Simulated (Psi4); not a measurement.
Psi4 1.11, PBE/def2-svp: Cd(OH)(acac) (CC1=CC(C)=[O]->[Cd]([OH])[O]1), 17 atoms. The geometry is a generated start, not checked to be a minimum at this level.

* **task**: energy
* **method**: pbe
* **basis**: def2-svp
* **memory**: 3 GB
* **maxiter**: 100
* **keys of the molecule block**: symmetry c1
* **scf_type**: df (default)
* **guess**: auto, which took SAD (default)
* **scf_initial_accelerator**: adiis (default)
* **e_convergence**: 1e-06 (default)
* **d_convergence**: 1e-06 (default)
* **dft_radial_points**: 75 (default)
* **dft_spherical_points**: 302 (default)
* **effective core potentials**: those of the basis set, past Kr
* **basis functions**: 183
* **grid points**: 360846

```xyz
17

Cd    -0.4454     2.2786     0.7187
O     -0.9812     4.0640     1.1041
H     -0.8688     4.6425     0.3445
C      0.5348    -0.3576    -2.5848
C      0.2000     0.1237    -1.1927
C      0.1723    -0.8250    -0.1682
C     -0.1097    -0.6031     1.1822
C     -0.0774    -1.7897     2.1162
O     -0.3967     0.5087     1.7226
O     -0.0299     1.3666    -1.0774
H      0.7411    -1.4216    -2.6063
H     -0.2993    -0.1367    -3.2482
H      1.3981     0.1910    -2.9541
H      0.3939    -1.8418    -0.4523
H     -1.0584    -1.9042     2.5736
H      0.1950    -2.7061     1.6048
H      0.6317    -1.5893     2.9172
```

Charge 0 and multiplicity 1 are set for this test and not shown to be the ground state.

One run each on 2 threads. Values of diis_max_vecs tried: 3, 6, 10 (default), 20.

Predict the course of the SCF iterations along this series.

Fewest SCF iterations, within one of each other: 6 with 14, 10 (default) with 13, 20 with 13. The run ends without SCF convergence in 100 iterations at 3.

```csv
diis_max_vecs,SCF iterations,end
3,100,no convergence
6,14,same solution
10 (default),13,same solution
20,13,same solution
```
